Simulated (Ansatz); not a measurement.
**fcc Al (1 1 0) on zinc-blende ZnS (1 1 0) (film strained to the substrate, started from cuts of the bulks and a machine-learned relaxation; slabs S8Zn8 and Al16, which can lie off the formulas)**

A periodic stack without vacuum, fcc Al (1 1 0) on zinc-blende ZnS (1 1 0) (film strained to the substrate, started from cuts of the bulks and a machine-learned relaxation; slabs S8Zn8 and Al16, which can lie off the formulas): substrate slab S8Zn8, film Al16, surface cells [[0, -1], [1, -1]] and [[1, 0], [1, 2]], film strained by -4.8 and -4.8 %, outermost planes SZn/SZn and Al/Al as cut, which need not be the usual terminations and can put a slab off its formula.

The start was prepared with a machine-learned potential, and the result is one local minimum, with the in-plane cell held and forces under 0.04 eV/Å; the film can end far from its bulk form.

Level of theory: PBE (plane waves to 420 eV, PAW; Ansatz, a program for electronic structure). Spin–orbit coupling is left out; the runs are not spin-polarised; PBE gaps are too small against experiment. Its k-point mesh 10×6×1, Fermi–Dirac width 0.05 eV.

The interface area is 21.0 Å², the period is 28.48 Å and the heights between the nearest atoms of the two slabs at the two interfaces is 2.06 and 2.06 Å. The Al–Zn contacts across the interfaces within 1.22 times the sum of covalent radii is 3, mean 2.73 Å. The Al–S contacts across the interfaces within 1.22 times the sum of covalent radii is 2, mean 2.36 Å and the hole barrier (PBE) comes out as 1.49 eV. The electron barrier (PBE) comes out as 0.53 eV.

```yaml
crystal:
  lattice:
    - [3.84912, 0.00005, 0.02385]
    - [3.84921, 5.44357, -0.00193]
    - [-0.14254, -1.49696, 28.48265]
  atoms:
    - { symbol: S, position: [0.61188, 0.21664, 0.04391] }
    - { symbol: S, position: [0.57902, 0.73109, 0.10907] }
    - { symbol: S, position: [0.55976, 0.24972, 0.17693] }
    - { symbol: S, position: [0.53841, 0.76948, 0.24407] }
    - { symbol: S, position: [0.51715, 0.29006, 0.31201] }
    - { symbol: S, position: [0.49685, 0.81064, 0.37923] }
    - { symbol: S, position: [0.47420, 0.33278, 0.44693] }
    - { symbol: S, position: [0.46738, 0.85705, 0.51247] }
    - { symbol: Zn, position: [0.83390, 0.97551, 0.11007] }
    - { symbol: Zn, position: [0.83773, 0.48656, 0.03793] }
    - { symbol: Zn, position: [0.78801, 0.01974, 0.24446] }
    - { symbol: Zn, position: [0.81112, 0.49836, 0.17635] }
    - { symbol: Zn, position: [0.74794, 0.05952, 0.37962] }
    - { symbol: Zn, position: [0.76701, 0.54007, 0.31163] }
    - { symbol: Zn, position: [0.68994, 0.13097, 0.51791] }
    - { symbol: Zn, position: [0.72916, 0.57709, 0.44619] }
    - { symbol: Al, position: [0.53258, 0.07426, 0.64419] }
    - { symbol: Al, position: [0.02970, 0.58274, 0.64517] }
    - { symbol: Al, position: [0.77920, 0.31873, 0.59536] }
    - { symbol: Al, position: [0.33096, 0.80728, 0.59018] }
    - { symbol: Al, position: [0.01196, 0.59838, 0.75158] }
    - { symbol: Al, position: [0.50372, 0.10167, 0.75206] }
    - { symbol: Al, position: [0.26524, 0.84123, 0.70057] }
    - { symbol: Al, position: [0.76905, 0.33829, 0.69857] }
    - { symbol: Al, position: [0.48585, 0.11858, 0.85572] }
    - { symbol: Al, position: [0.98299, 0.62195, 0.85752] }
    - { symbol: Al, position: [0.74736, 0.36171, 0.80487] }
    - { symbol: Al, position: [0.24627, 0.85837, 0.80416] }
    - { symbol: Al, position: [0.94576, 0.64656, 0.96075] }
    - { symbol: Al, position: [0.49228, 0.14245, 0.96571] }
    - { symbol: Al, position: [0.22285, 0.88751, 0.91125] }
    - { symbol: Al, position: [0.72176, 0.37952, 0.91165] }
```
